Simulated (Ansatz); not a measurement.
Consider the following.

```
GaP
1.0
    0.00000     2.70570     2.70570
    2.70570     0.00000     2.70570
    2.70570     2.70570     0.00000
Ga P
1 1
Direct
  0.00000   0.00000   0.00000
  0.25000   0.25000   0.25000
```

No spin polarisation.

All numbers come from DFT with PBE, PAW potentials and a 420 eV plane-wave cutoff in Ansatz (an electronic-structure program), no spin-orbit coupling. k-mesh 10×10×10 (Γ-centred); smearing 0.05 eV (Fermi–Dirac).

Q: Predict the electron mass, band gap, smallest direct gap and hole mass.

A: The electron mass comes out as 1.2 mₑ along k, 0.23 mₑ across (off the special points), the band gap comes out as 1.55 eV and the smallest direct gap comes out as 2.01 eV. The hole mass (degenerate bands, along [100]) is 0.12, 0.37, 0.37 mₑ (at Γ).

Load acts through the strain it causes; cell and atoms are relaxed under it. Effective masses come from finite differences of ±0.01 Å⁻¹. Along k means along the line from Γ to the band edge. No phonon test of stability was made. Tetrahedral semiconductors of this kind turn to denser phases somewhere between about 1 and 50 GPa; those were not computed, so compressed cells here can lie past the real transition. The cell was made from GaP in the zinc blende structure (space group F-43m, No. 216) by this change: pressure 4.5 GPa.
